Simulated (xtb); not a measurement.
xtb 6.7.1, GFN1-xTB: CN(C)[CH]CN(C)C, charge 0, multiplicity 2, 23 atoms. The geometry is a generated start, not checked to be a minimum at this level.

```yaml
method: GFN1-xTB
"--acc": 1 (default)
"--etemp (K)": 300 (default)
detailed input (--input): "none: ANC optimiser, Lindh (1995) Hessian, microcycle=20, maxdispl=1.0, hlow=0.01 (default)"
basis_functions: 62
valence_electrons: 49
```

```xyz
23

C      1.5678    -1.1659    -0.4862
N      1.6022     0.2475    -0.2217
C      2.9122     0.8413    -0.2841
C      0.6920     0.7921     0.6753
C     -0.5343     0.0678     1.0692
N     -1.4075    -0.3168    -0.0614
C     -1.7871     0.8288    -0.8608
C     -2.5691    -1.0406     0.4029
H      2.1157    -1.3607    -1.4113
H      2.0340    -1.7542     0.3190
H      0.5324    -1.4734    -0.6130
H      2.8362     1.9131    -0.1135
H      3.5977     0.4182     0.4633
H      3.3390     0.6707    -1.2753
H      0.6975     1.8675     0.7146
H     -0.2817    -0.8741     1.5747
H     -1.0895     0.6961     1.7873
H     -2.3826     1.5645    -0.2950
H     -2.3730     0.4889    -1.7139
H     -0.8850     1.3147    -1.2265
H     -3.1530    -1.3655    -0.4581
H     -3.2180    -0.4372     1.0580
H     -2.2459    -1.9226     0.9564
```

Charge 0 and multiplicity 2 are set for this test and not shown to be the ground state. GFN-xTB has no spin term: --uhf 1 sets the occupations alone.

The structure is relaxed from this start with --opt LEVEL for the levels crude, sloppy, loose, lax, normal, tight, vtight, extreme, once each. Up to the end of the extreme run atoms move by at most 0.21 Å along an axis.

Q: Which level is enough to come within 1 meV of the tightest end point?

A: lax: 11 cycles against 21, ending 0.30 meV above.

```json
[
 {"level": "crude", "cycles": "4", "energy above the extreme run (meV)": "8.2", "gradient norm (eV/Å)": "0.20"},
 {"level": "sloppy", "cycles": "6", "energy above the extreme run (meV)": "4.1", "gradient norm (eV/Å)": "0.13"},
 {"level": "loose", "cycles": "6", "energy above the extreme run (meV)": "4.1", "gradient norm (eV/Å)": "0.13"},
 {"level": "lax", "cycles": "11", "energy above the extreme run (meV)": "0.30", "gradient norm (eV/Å)": "0.041"},
 {"level": "normal", "cycles": "12", "energy above the extreme run (meV)": "0.22", "gradient norm (eV/Å)": "0.025"},
 {"level": "tight", "cycles": "17", "energy above the extreme run (meV)": "0.023", "gradient norm (eV/Å)": "0.0084"},
 {"level": "vtight", "cycles": "20", "energy above the extreme run (meV)": "under 0.01", "gradient norm (eV/Å)": "0.0026"},
 {"level": "extreme", "cycles": "21", "energy above the extreme run (meV)": "—", "gradient norm (eV/Å)": "0.0014"}
]
```
